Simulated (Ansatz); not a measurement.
We consider CsCl-type CuZn, described by r²SCAN+rVV10 in Ansatz (PAW).

Run with plane-wave cutoff 500 eV, 18×18×18 k mesh, Fermi–Dirac smearing 0.1 eV, no spin polarisation, scalar-relativistic PAW data made under PBE.

Computed at the level's own relaxed cell.

Q: Give the computed equilibrium volume per atom and lattice parameter a.

A: 
* **equilibrium volume per atom**: 12.28 Å³/atom
* **lattice parameter a**: 2.907 Å

Measured, for comparison: equilibrium volume per atom 12.93 Å³/atom, lattice constant a 2.958 Å (temperature not stated, not corrected to a static lattice; as tabulated in First-Principles Study on the Electrical and Thermal Conductivities of Cu–Zn …). Computed (rounded) less measured: equilibrium volume per atom -5.0 %, lattice constant a -1.7 %. A static lattice is as a rule a little smaller and stiffer than an uncorrected measurement, which narrows the difference in the lattice constant a and would widen misses of the other sign.

Static lattice: no zero-point or thermal effects.

Ansatz is a first-principles code.
